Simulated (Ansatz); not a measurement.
**A computed series for TiC: element substitutions**

Consider TiC in the rock salt structure (space group Fm-3m, No. 225; a = 4.293 Å).

Each row replaces one element on all its sites; cell and atoms are relaxed.

Levels (all Ansatz, a first-principles code, PAW): PBEsol (420 eV, no SOC); r2SCAN (500 eV, no SOC).

Pressures by level, all at the geometries relaxed with PBEsol:

```csv
case,PBEsol,r2SCAN
base,0.0 GPa,6.6 GPa
C → W,0.0 GPa,(withheld)
C → Pb,0.0 GPa,(withheld)
Ti → Hf,0.0 GPa,(withheld)
```

**Question.** Complete the table.

**Answer.** 
- C → W, r2SCAN: 3.9 GPa
- C → Pb, r2SCAN: 2.7 GPa
- Ti → Hf, r2SCAN: 5.5 GPa

Single points use the geometry relaxed with PBEsol. Their cutoffs differ, which shifts pressures a little. Stability against distortions was not tested. As relaxed here, TiW and TiPb are hypothetical phases, not in the database extracts checked. All final runs are without spin polarisation.
